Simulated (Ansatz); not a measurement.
# Response to strain in GaAs

Start from GaAs in the zinc blende structure (space group F-43m, No. 216).

```xyz
2
Lattice="0.0000 2.8334 2.8334 2.8334 0.0000 2.8334 2.8334 2.8334 0.0000" Properties=species:S:1:pos:R:3 pbc="T T T"
As     4.2500     4.2500     4.2500
Ga     0.0000     0.0000     0.0000
```

Cartesian axes are those of the cell as printed.

Strains are applied to the cell and any free atomic positions relax.

Method: Ansatz (a program for electronic structure) r2SCAN, without spin-orbit coupling.

Before the change:

```
Item       Result
--------  -------
Band gap  0.96 eV
```

Q: The aim is a band gap between 0.72 eV and 0.76 eV. Which of these changes reaches it?
(A) uniaxial strain ε_xx = +2.17 %
(B) tensor shear ε_xz = −0.70 %
(C) tensor shear ε_xz = +3.59 %

A: A, uniaxial strain ε_xx = +2.17 %. It gives 0.74 eV; tensor shear ε_xz = −0.70 % gives 0.90 eV; tensor shear ε_xz = +3.59 % gives 0.55 eV. Changes not listed may reach it too

Whether these cells are dynamically stable was not tested.
